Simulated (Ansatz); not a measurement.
SnC under load (space group I-4m2), Ansatz (an electronic-structure program) with PBE with spin-orbit coupling, rigid bands. Condition of this run: biaxial stress in (001) of -2.5 GPa (compression positive) (the target of the relaxation). Band gap 0.65 eV, N_c = 5.89e17 cm⁻³ and N_v = 8.84e18 cm⁻³ at 300 K, conductivity masses along y (a = (0.00, 2.55, 2.49) Å; b = (2.55, 0.00, 2.49) Å; c = (2.55, 2.55, 0.00) Å) of 0.0910 mₑ (electrons) and 0.555 mₑ (holes). Take k_BT = 0.02585 eV.

Task: What built-in voltage has an abrupt junction with N_A = 1e17 and N_D = 1e17 cm⁻³, all dopants ionised?

Result: V_bi = E_g/e − (k_BT/e) ln(N_c N_v/(N_A N_D)) = 0.65 − 0.02585 × 6.26 = 0.49 V, for the computed gap.

Task: What thermal injection velocity √(2k_BT/πm) limits a ballistic channel along the direction named?

Result: 1.78e7 cm/s for electrons and 7.22e6 cm/s for holes, a ratio of √(m_h/m_e) = 2.47, for dilute carriers.

Task: Find the intrinsic carrier density and the intrinsic Fermi level.

Result: n_i = √(N_c N_v) exp(−E_g/2k_BT) = 2.28e18 × exp(−12.57) = 7.9e12 cm⁻³. The level lies (k_BT/2) ln(N_v/N_c) = 35 meV from mid-gap (positive towards the conduction band). Each 0.1 eV added to the gap lowers n_i by a factor of 6.9.

Rigid bands with the computed gap; masses take one relaxation time for all states. Geometry: cell and atoms relaxed with PBEsol.

Computed structure with no diffraction record at hand here (it may be known, metastable or hypothetical): SnC under load (space group I-4m2).
